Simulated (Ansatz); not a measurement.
**LaFeO3: element substitutions**

Start from LaFeO$_{3}$ in the cubic perovskite structure (space group Pm-3m, No. 221; a = 3.8087 Å; ferromagnetic).

Each row replaces one element on all its sites; cell and atoms are relaxed.

Calculations: Ansatz (a program for electronic structure), PBEsol, PAW, cutoff 420 eV, no spin-orbit coupling.

Base values:

* **Lattice parameter a**: 3.809 Å

Q: The aim is a lattice parameter a between 4.932 Å and 5.208 Å. Which of these changes reaches it?
A) O → Te
B) La → Ba
C) Fe → Te

A: A, O → Te. It gives 5.103 Å; Fe → Te gives 4.272 Å; La → Ba gives 3.885 Å. Changes not listed may reach it too

No phonon test of stability was made. As relaxed here, LaTeO3 and LaFeTe3 are hypothetical phases, not in the database extracts checked. No Hubbard U is applied and the magnetic state is the run's own (LaFeO3 ferromagnetic; BaFeO3 ferromagnetic); other magnetic orders, which need larger cells, were not tried and can change the gap. Spin-polarised in the final run: base, BaFeO3 and LaFeTe3; the other runs are not. An odd electron count without spin: LaTeO3. Many cubic perovskites are stable only at high temperature; tilts and polar distortions were not tested. In its common phase, real LaFeO3 is an antiferromagnetic insulator at low temperature.
